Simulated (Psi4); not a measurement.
Psi4 1.11, TPSS/def2-svp: Bi(F)(SiH3)2 ([F][Bi]([SiH3])[SiH3]), 10 atoms. The geometry is a generated start, not checked to be a minimum at this level.

```
Item                                                 Result
--------------------------  -------------------------------
task                                                 energy
method                                                 tpss
basis                                              def2-svp
memory                                                 3 GB
maxiter                                                 100
keys of the molecule block                      symmetry c1
scf_type                                       df (default)
guess                        auto, which took SAD (default)
scf_initial_accelerator                     adiis (default)
e_convergence                               1e-06 (default)
d_convergence                               1e-06 (default)
dft_radial_points                              75 (default)
dft_spherical_points                          302 (default)
effective core potentials   those of the basis set, past Kr
basis functions                                         106
grid points                                          214412
```

```xyz
10

Bi    -0.2837    -0.7864     1.3811
F     -0.9034    -2.2708     0.0084
Si     1.9003    -0.4690    -0.0172
H      3.0469    -0.6471     0.8803
H      2.0637     0.8385    -0.6461
H      2.0163    -1.4839    -1.0529
Si    -1.7146     0.9376     0.0449
H     -2.9521     1.1750     0.7961
H     -2.0917     0.4603    -1.2754
H     -1.0817     2.2459    -0.1192
```

One run each on 2 threads. Values of diis_max_vecs tried: 3, 6, 10 (default), 20.

Question: How does the count of SCF iterations change with diis_max_vecs, and where is it least?

Answer: Fewest SCF iterations, within one of each other: 6 with 10, 10 (default) with 9, 20 with 9. The count rises to 15 at 3. All converge to one solution.

```
diis_max_vecs  SCF iterations            end
-------------  --------------  -------------
3                          15  same solution
6                          10  same solution
10 (default)                9  same solution
20                          9  same solution
```
